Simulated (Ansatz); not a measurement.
Given:

End structure of O on the 1x1 (111) surface of fcc Cu, one in a 2x2 cell, started at the site 'bridge Cu-Cu (span 2.6 Å)':

```xyz
17
Lattice="5.1336 0.0000 0.0000 -2.5668 4.4458 0.0000 0.0000 0.0000 25.5000" Properties=species:S:1:pos:R:3 pbc="T T T"
Cu     0.0000     1.4819     9.6433
Cu    -1.2834     3.7049     9.6433
Cu     2.5668     1.4819     9.6433
Cu     1.2834     3.7049     9.6433
Cu     1.2834     0.7410    11.7147
Cu     0.0000     2.9639    11.7147
Cu     3.8502     0.7410    11.7147
Cu     2.5668     2.9639    11.7147
Cu     0.0066     0.0038    13.7695
Cu    -1.2865     2.2211    13.8634
Cu     2.5566     0.0032    13.7704
Cu     1.2810     2.2125    13.7704
Cu    -0.0478     1.5057    15.9367
Cu    -1.2867     3.6516    15.9367
Cu     2.6034     1.5031    15.9400
Cu     1.2812     3.7036    15.7488
O      1.2746     0.7359    17.0279
```

Set-up: 17 atoms, 6.2 Å thick at the start under the adsorbate (thin: gaps and levels are the slab's own); mesh 6x6x1; 0.1 eV smearing; dipole correction on; single point; on the structure that PBE left under its start's symmetry; spin-polarised, no spin-orbit, no U, no dispersion correction. The starting moment vanished. The program's check for a lower electronic state was not made. At the end it is bonded to 3 Cu. In PBE it is, or lies within 0.03 eV of, the lowest of the starts that converged; the order may differ at this level.

A negative adsorption energy means that the adsorbate is more stable on the surface than in its reference.

Question: Estimate the adsorption energy against ½ O2(g) at the same level that r2SCAN, at the PBE geometry and the start's symmetry (Ansatz, a program for electronic structure) returns for this input.

Answer: -1.81 eV

Question: What change of the work function does r2SCAN, at the PBE geometry and the start's symmetry give?

Answer: 1.00 eV

Question: Predict the change of the step from the bottom to the top vacuum level, against the clean slab from r2SCAN, at the PBE geometry and the start's symmetry.

Answer: 0.98 eV

Question: Give the work function of the top face at the level r2SCAN, at the PBE geometry and the start's symmetry.

Answer: 5.81 eV
